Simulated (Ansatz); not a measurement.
An Ansatz (a first-principles code) run: Cu with a change (uniaxial strain ε_zz = +3.00 %); PBEsol, PAW, 420 eV (Ansatz; without spin-orbit coupling).

Input:

Ansatz 0.2 input:
```yaml
crystal:
  lattice:
    - [0, 1.7818878279, 1.8353444627]
    - [1.7818878279, 0, 1.8353444627]
    - [1.7818878279, 1.7818878279, 0]
  atoms:
    - { symbol: Cu, position: [0, 0, 0] }
basis: { ecutwfc: 420, ecutrho_ratio: 4, xc_grid: 2, fft_grid_basis: typed }
kpoints: { mp_grid: { grid: [32, 32, 32] } }
hamiltonian:
  xc: pbesol
  dispersion: none
  pseudopotentials: { kind: paw }
scf: { occupations: { method: fermi_dirac, width: 0.1 }, convergence: { dr2_threshold: 0.0000000001 } }
relax: { f_tol: 0.005, max_steps: 50 }
output: { forces: true, stress: true }
checkpoint: { write: state.ck, write_every: 1000 }
```

Output:

```
Relaxation: its limit of steps is 50 (relax.max_steps)
WARN ansatz: RAYON_NUM_THREADS=1 ignored (pool sized by the plan → 1); use --threads N
Pseudopotentials: kind: paw
Pseudopotential: Cu, paw, valence charge 19
Functional definition: PBEsol
Crystal: 1 atoms, lattice volume = 11.655 Å³
Basis set: ecut = 420 eV, 247 PW (Γ), exchange–correlation on 36×36×36 points (8 copies of the dense FFT grid, shifted against one another)
Bands: 14, of which v1, the nominal top of the filled ones, is band 10 counted from 1 (9 counted from 0)
Symmetry: 16 space group operations
Space group: I4/mmm (ITA 139), of the structure as read, at distance tolerance 2.3e-5 Å
k-points: 2393 of 32768
PAW frozen core: Cu, regenerated for the run's functional, and the local potential with it
Initial density: superposition of atomic densities (neutral atoms: chi_scale 0, normalization atom), corrected by the library's trained network
Initial wavefunctions: pseudopotential atomic-orbital guess
Eigensolver: davidson
Functional: x = pbesol(κ = 0.804, μ = 0.12345679012345678), c = pbesol(β = 0.046)
SCF iter   1: F=—  HF=-6588.777813 eV  |F-HF|=—  |Δ(HF+E_count)|=         —  Δρ=2.10e-2  dr2=2.68e-2  ethr=1.77e-3  ⟨swp⟩=5.3  Hψ=167068  notcnv=0
all-band conjugate gradients solve this SCF's bands
preconditioner: auto → none
SCF iter   2: F=—  HF=-6588.771590 eV  |F-HF|=—  |Δ(HF+E_count)|=   6.22e-3  Δρ=8.87e-4  dr2=3.25e-5  ethr=1.41e-4  ⟨swp⟩=2.8  Hψ=72303  notcnv=0  defer=335
SCF iter   3: F=—  HF=-6588.771579 eV  |F-HF|=—  |Δ(HF+E_count)|=   1.19e-5  Δρ=9.59e-4  dr2=4.42e-5  ethr=1.71e-7  ⟨swp⟩=2.0  Hψ=56288  notcnv=0  defer=335
SCF iter   4: F=—  HF=-6588.771602 eV  |F-HF|=—  |Δ(HF+E_count)|=   2.38e-5  Δρ=7.96e-5  dr2=3.02e-7  ethr=1.71e-7  ⟨swp⟩=1.0  Hψ=33166  notcnv=0  defer=335
SCF iter   5: F=—  HF=-6588.771605 eV  |F-HF|=—  |Δ(HF+E_count)|=   2.35e-6  Δρ=3.47e-6  dr2=7.04e-10  ethr=1.59e-9  ⟨swp⟩=2.0  Hψ=46142  notcnv=0  defer=335
SCF iter   6: F=-6588.771605 eV  HF=-6588.771605 eV  |F-HF|=1.82e-12  |Δ(HF+E_count)|=  4.17e-10  Δρ=2.16e-7  dr2=1.98e-12  ethr=1.00e-12  ⟨swp⟩=4.4  Hψ=113367  notcnv=0
SCF 1 converged in 6 iterations: F = -6588.771605 eV  dr2 = 1.98e-12
relax step   1: F+E_penalty+E_count = -6588.77160475 eV  Δ(F+E_penalty+E_count) = +0.000e0 eV  max|allowed force component| = 0.000e0 eV/Å  Δτ_max = 0.0000 Å  (6 SCF iters, accepted)
SCF converged after 6 iterations
Free energy (F): -6588.771605 eV
Harris-Foulkes:  -6588.771605 eV  (|F-HF|=1.82e-12)
Internal energy: -6588.761705 eV  (E = F + TS)
E sigma→0 (E₀):  -6588.766655 eV
Entropy (-TS):   -0.009899 eV (-9.899 meV/atom)
Fermi energy:    16.886033 eV
--- Per-component energies (eV) ---
  E_band       = -356.497247
  E_kinetic    = 300.220923
  E_local      = -4025.085220  (includes V_loc(G=0)·N_el)
  E_nonlocal   = 391.351034
  E_hartree    = 1770.794117
  E_xc         = -89.113578
  E_vxc        = -115.505737  (∫ρ·V_xc dr)
  E_paw        = -1626.137363  (= ΣΔE_a)
  E_vpaw       = -449.066797  (= ΣTr[D̂ρ^β])
  E_aug_tail   = 0.000219  (compensation charges beyond the density's cutoff)
  E_ewald      = -3310.998040
  E_core_change = 0.206202  (= ΣΔE_core)
  E_smearing   = -0.009899  (= −TS)
  E_closure    = -0.000000  (closes the sum)
  Σ components = -6588.771605   (vs F -6588.771605, Δ=0.00e0)
  [band-id]    e_kinetic+e_local+e_nonlocal+2·e_hartree+e_vxc+e_vpaw+e_augmentation_tail = -356.497345   (vs E_band -356.497247, Δ=-9.82e-5)
--- Forces (eV/Å), atoms counted from 1 ---
  atom   1  Cu    -0.00000000     0.00000000    -0.00000000
  max |Σ_I F_I| component: 4.93e-32 eV/Å
--- Stress (GPa, compression-positive) ---
       -3.945320       0.000000       0.000000
        0.000000      -3.945320      -0.000000
        0.000000      -0.000000      -5.869245
  P = ⅓ Tr σ = -4.5866 GPa (-45.866 kbar)
  The stress holds the Pulay correction. Without it, at fixed plane waves, as pw.x and ABINIT print it: P = -4.6990 GPa
  The stress includes an estimate of the error left by incomplete SCF convergence (largest component 0.0001 GPa).
--- Band table ---
  band table: none
--- Relaxed structure (1 steps of the walk, 1 accepted, 0 SCFs on fresh bases) ---
  F+E_penalty+E_count = -6588.77160475 eV   max|allowed force component| = 0.000e0 eV/Å
  atoms:
    - { symbol: Cu, position: [0.0, 0.0, 0.0] }
```

No phonon test of stability was made. The final runs are not spin-polarised. The cell was made from Cu in the fcc (Cu type) structure (space group Fm-3m, No. 225) by this change: uniaxial strain ε_zz = +3.00 %.
